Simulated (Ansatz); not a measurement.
Worked example: self-consistent single point of InSe (R3m, 4 atoms in the cell) in Ansatz (a program for electronic structure).

Level of theory: PBEsol, default PAW files made with PBE (plane waves; Ansatz).

```xyz
4
Lattice="2.0132 1.1623 8.5655 -2.0132 1.1623 8.5655 0.0000 -2.3247 8.5655" Properties=species:S:1:pos:R:3 pbc="T T T"
In     0.0000     0.0000     2.8856
In     0.0000     0.0000     0.0470
Se     0.0000     0.0000    15.9244
Se     0.0000     0.0000    21.2203
```

Reference input (self-consistent single point, DFT, PBEsol, plane waves, default PAW files made with PBE): basis.ecutwfc = 420 eV; kpoints.mp_grid.grid = 7 7 7; hamiltonian.xc = pbesol; hamiltonian.pseudopotentials = {kind: paw} (the program's default PAW files); scf.occupations.method = fixed. This run's input differs from it in these lines:

Ansatz 0.2 input:
```diff
@@ -13,3 +13,3 @@
 kpoints:
-  mp_grid: { grid: [7, 7, 7] }
+  mp_grid: { grid: [9, 9, 9] }
 hamiltonian:
```

Log, with long lists cut:

```
SCF iter   1: F=—  HF=-21901.147319 eV  |F-HF|=—  |Δ(HF+E_count)|=         —  Δρ=4.25e-3  dr2=4.73e-2  ethr=1.77e-3  ⟨swp⟩=4.9  Hψ=10761  notcnv=0  defer=338
all-band conjugate gradients solve this SCF's bands
preconditioner: auto → Resta (q_TF=auto, 2.416 Å⁻¹)
SCF iter   2: F=—  HF=-21901.135744 eV  |F-HF|=—  |Δ(HF+E_count)|=   1.16e-2  Δρ=1.49e-3  dr2=2.89e-3  ethr=8.15e-5  ⟨swp⟩=2.0  Hψ=3914  notcnv=0  defer=340
   [... lines left out ...]
SCF iter   4: F=—  HF=-21901.135501 eV  |F-HF|=—  |Δ(HF+E_count)|=   8.91e-5  Δρ=1.91e-4  dr2=5.89e-5  ethr=1.04e-6  ⟨swp⟩=2.0  Hψ=3633  notcnv=0  defer=340
SCF iter   5: F=—  HF=-21901.135540 eV  |F-HF|=—  |Δ(HF+E_count)|=   3.84e-5  Δρ=4.35e-5  dr2=2.61e-6  ethr=1.01e-7  ⟨swp⟩=2.0  Hψ=3634  notcnv=0  defer=106
SCF iter   6: F=—  HF=-21901.135543 eV  |F-HF|=—  |Δ(HF+E_count)|=   3.49e-6  Δρ=1.12e-5  dr2=2.37e-7  ethr=4.49e-9  ⟨swp⟩=2.8  Hψ=5244  notcnv=0  defer=108
SCF iter   7: F=-21901.135543 eV  HF=-21901.135543 eV  |F-HF|=8.67e-9  |Δ(HF+E_count)|=   1.35e-7  Δρ=4.64e-6  dr2=4.17e-8  ethr=1.72e-10  ⟨swp⟩=10.3  Hψ=15073  notcnv=0
SCF 1 converged in 7 iterations: F = -21901.135543 eV  dr2 = 4.17e-8
Free energy (F): -21901.135543 eV
Internal energy: -21901.135543 eV  (E = F + TS)
E sigma→0 (E₀):  -21901.135543 eV
Fermi energy:    6.717759 eV
--- Forces (eV/Å), atoms counted from 1 ---
  atom   1  In     0.00000000    -0.00000000    -0.65131156
  atom   2  In     0.00000000    -0.00000000     0.35196791
  atom   3  Se     0.00000000     0.00000000    -0.10596741
  atom   4  Se     0.00000000     0.00000000     0.40538630
--- Stress (GPa, compression-positive) ---
        0.393613       0.000000       0.000000
       -0.000000       0.393613       0.000000
        0.000000       0.000000      -0.403916
  P = ⅓ Tr σ = 0.1278 GPa (1.278 kbar)
  The stress holds the Pulay correction. Without it, at fixed plane waves, as pw.x and ABINIT print it: P = 0.1005 GPa
```

The run converged in 7 iterations. Against the reference run the free energy is nearly the same (within 1 meV/atom), the pressure moves little (0.14 to 0.13 GPa), the largest force hardly changes (0.649 to 0.651 eV/Å) and the gap on the mesh goes from 0.613 to 0.495 eV.

The starting cell comes from a database of computed structures (which also holds hypothetical and non-ambient phases and stackings), without a prior relaxation at this level. Its lattice was rescaled by up to half a per cent. One atom was moved a little off its site on purpose. Ansatz's pressure includes its estimate of the finite-basis (Pulay) stress. Another mesh or the band path of this cell gives a smaller gap, so this value is not converged in the mesh.
